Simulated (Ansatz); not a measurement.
Results of PBEsol (Ansatz, an electronic-structure program, PAW) for WO₃ (model structure, started from the ReO3 type, Pm-3m, No. 221, 4 atoms in the cell).

Settings: plane-wave cutoff 500 eV, 10×10×10 k mesh, Fermi–Dirac smearing 0.05 eV, no spin polarisation, scalar-relativistic PAW data made under PBE.

Cell (relaxed at this level):

```yaml
crystal:
  lattice:
    - [3.79943, 0.00000, 0.00000]
    - [0.00000, 3.79943, 0.00000]
    - [0.00000, 0.00000, 3.79943]
  atoms:
    - { symbol: W, position: [0.00000, 0.00000, 0.00000] }
    - { symbol: O, position: [0.50000, 0.00000, 0.00000] }
    - { symbol: O, position: [0.00000, 0.00000, 0.50000] }
    - { symbol: O, position: [0.00000, 0.50000, 0.00000] }
```

Q: Estimate the band gap that the calculation returns.

A: 
- band gap = 0.58 eV (on the SCF k mesh)

Note: the relaxation could raise the start's symmetry but not lower it, so the cell can be a saddle point.

Spin–orbit coupling is not included.

Static lattice: no zero-point or thermal effects.

A model structure was made by putting elements into a prototype or built by hand; it is no filed structure, need not be a known phase, and can be a saddle point held by its symmetry.
